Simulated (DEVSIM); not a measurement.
Structure: Mo/HfO2/n-Si capacitor, at 300 K.

| layer (left to right) | material | thickness (nm) | Nd (cm⁻³) |
|---|---|---|---|
| 1 | HfO2 | 7.00 | - |
| 2 | Si | 2700 | 4.6e16 |

Metal gate on the left, work function 4.6 eV. Fixed charge at the semiconductor interface 2.9e12 cm⁻² (in units of +e); interface traps 2.1e12 cm⁻² eV⁻¹, uniform in energy, neutral level at 0.5 of the gap above the valence band.

Constants are typed, rounded textbook-type inputs, not results; the design itself was drawn at random and stands for no fabricated device. Values at 300 K.

```csv
parameter,HfO2,Si
gap (eV),5.7,1.124
affinity (eV),2.5,4.05
permittivity,22,11.7
Nc (cm⁻³),-,2.86e19
Nv (cm⁻³),-,3.1e19
```

DEVSIM, 1D Poisson equation in equilibrium, Boltzmann statistics, complete ionisation; no quantum confinement or tunnelling. Metal contacts follow the ideal Schottky-Mott rule: no Fermi-level pinning, no interface dipoles.

The interface trap density was swept, all else fixed.

```tsv
interface trap density (cm^-2 eV^-1)	minimum of the low-frequency capacitance (μF/cm²)	flat-band voltage (V)	threshold voltage (band bending 2φF) (V)
0	0.0754	0.22	-0.61
1e10	0.0769	0.22	-0.61
1e11	0.0905	0.22	-0.61
3e11	0.120	0.22	-0.62
1e12	0.219	0.24	-0.63
2e12	0.349	0.26	-0.66
2.1e12	0.361	0.26	-0.66
```

From the first row to the last the minimum of the low-frequency capacitance goes from 0.0754 to 0.361. From the first row to the last the flat-band voltage goes from 0.22 to 0.26.
